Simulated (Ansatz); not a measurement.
The parent structure is ScB2 (space group P6/mmm, No. 191; a = 3.125 Å, c = 3.487 Å; relaxed with 0.1 eV smearing). Axes: x lies along a and z along c of the hexagonal cell.

Level of theory: DFT with PBEsol, PAW potentials and a 420 eV plane-wave cutoff in Ansatz (a first-principles code), no SOC.

Base values:

```
Quantity                         Value
-----------------------------  -------
Shortest interatomic distance  1.804 Å
```

The change: biaxial strain −2.32 %, plane normal [001], relaxed out of plane (Cartesian); in-plane vectors clamped, the third vector and the atoms free.

Q: Predict the new ratio −ε⊥/ε∥ and shortest interatomic distance.

A: The ratio −ε⊥/ε∥ amounts to 0.40; the shortest interatomic distance decreases by 0.042 Å (1.804 Å → 1.762 Å).

Whether these cells are dynamically stable was not tested. All final runs are without spin polarisation. An odd electron count without spin: ScB2.
